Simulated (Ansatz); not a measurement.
Base system: Pt in the fcc (Cu type) structure (space group Fm-3m, No. 225; a = 3.9418 Å; relaxed with 0.1 eV smearing). Axes: x, y, z lie along the cube axes.

Level of theory: Ansatz (an electronic-structure program) r2SCAN, without spin-orbit coupling.

For the base:

- Pressure = 0.0 GPa
- Shortest interatomic distance = 2.787 Å

It is then changed as follows: biaxial strain −0.17 %, plane normal [110], relaxed out of plane (Cartesian); in-plane vectors clamped, the third vector and the atoms free.

**Question.** What does the calculation give for the out-of-plane strain, energy relative to the base, pressure and shortest interatomic distance after the change?

**Answer.** The out-of-plane strain comes out as +0.22 %; the energy stays essentially unchanged; the pressure (mean of the normal stresses, compression positive) goes from zero to 0.3 GPa; the shortest interatomic distance falls by 0.0047 Å to 2.783 Å.

Whether these cells are dynamically stable was not tested. The final runs are not spin-polarised.
